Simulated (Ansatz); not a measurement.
Armchair WS2 nanoribbon, N = 6, bare edges

Levels: PBE (plane waves to 420 eV, PAW; Ansatz, a quantum-chemistry and plane-wave program); PBE with spin-orbit coupling in Ansatz; r2SCAN (plane waves to 500 eV, PAW; Ansatz). Unmarked values and the geometry are of the first. Mesh 1×1×6. No spin polarisation, so a magnetic state wasn't tested. Periodic along z alone, with about 11 Å of vacuum beside it. An idealised model, cut from the flat sheet. It keeps the symmetry and period of its start, so it need not be a minimum against all distortions. Values not marked SOC lack spin–orbit coupling. Buckling under compression is shut out by symmetry and the short period.

```
Property                                                                       Value
--------------------------------------------------------------  --------------------
period along the axis (18 atoms)                                             5.457 Å
largest distance between nuclei across the axis                               8.79 Å
edge energy against the flat WS2 sheet, per length of one edge           +0.760 eV/Å
PBE gap                                                         0.36 eV, direct at Γ
electron mass along the axis (PBE)                                           0.65 mₑ
PBE+SOC gap at this geometry                                                 0.37 eV
r2SCAN gap at this geometry                                                  0.55 eV
axial stiffness dF/dε                                                          96 nN
```

```
CELL_PARAMETERS angstrom
     19.00000     0.00000     0.00000
      0.00000    14.50000     0.00000
      0.00000     0.00000     5.45679
ATOMIC_POSITIONS crystal
  S  0.28431 0.39037 0.65620
  W  0.30432 0.50000 0.36345
  S  0.28431 0.60963 0.65620
  S  0.37605 0.38678 0.15838
  W  0.36837 0.50000 0.84497
  S  0.37605 0.61322 0.15838
  S  0.45539 0.39394 0.66802
  W  0.45754 0.50000 0.32637
  S  0.45539 0.60606 0.66802
  S  0.54461 0.39394 0.16802
  W  0.54246 0.50000 0.82637
  S  0.54461 0.60606 0.16802
  S  0.62395 0.38678 0.65838
  W  0.63163 0.50000 0.34497
  S  0.62395 0.61322 0.65838
  S  0.71569 0.39037 0.15620
  W  0.69568 0.50000 0.86345
  S  0.71569 0.60963 0.15620
```
